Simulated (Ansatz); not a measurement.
How the c axis length of WP (model structure, started from the NbAs type, I4₁md, No. 109, 4 atoms in the cell) moves with the method

No measured value is used here.

| level (code) | value (Å) |
|---|---|
| LDA (Ansatz) | 11.049 |
| PBEsol (Ansatz) | 11.099 |
| r²SCAN (Ansatz) | 11.171 |
| r²SCAN+rVV10 (Ansatz) | 11.137 |

Density-functional levels without +SOC have no spin–orbit coupling. LDA, PBEsol, r²SCAN, r²SCAN+rVV10: the run has no spin polarisation, so it can have missed a magnetic state. Cutoffs differ between the levels. Ansatz's density-functional and Hartree–Fock values are scalar-relativistic unless marked +SOC, with PAW data made under PBE.

A model structure was made by putting elements into a prototype or built by hand; it is no filed structure, need not be a known phase, and can be a saddle point held by its symmetry.

Ansatz is a first-principles code.
